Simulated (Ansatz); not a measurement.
The starting structures come from a database of crystals and need not be the phases stable at ambient conditions.

By PBEsol, the system below comes out a metal.

A figure of merit of an interconnect metal is its ballistic conductance per area.

Input:

```
CELL_PARAMETERS angstrom
      4.68290     0.00000     0.00000
     -2.34145     4.05551     0.00000
      2.34145     1.35184     0.98457
ATOMIC_POSITIONS crystal
  Ag 0.00000 0.00000 0.00000
```

Space group of this cell: R-3m. The cell is strained (lengths along the current scaled by 1.03, ions clamped); by PBEsol its mean pressure is -9.1 GPa.

The current flows along the normal of the first two printed cell vectors, the (111) (indices of the unstrained crystal) plane of the conventional cell. No spin-orbit coupling; the value is a mean over 0.1 eV about the Fermi level.

Task: Estimate the ballistic conductance per area that PBEsol in Ansatz (a quantum-chemistry and plane-wave program) returns for this system.

Result: 0.88 × 10¹⁵ S/m² for both spins.
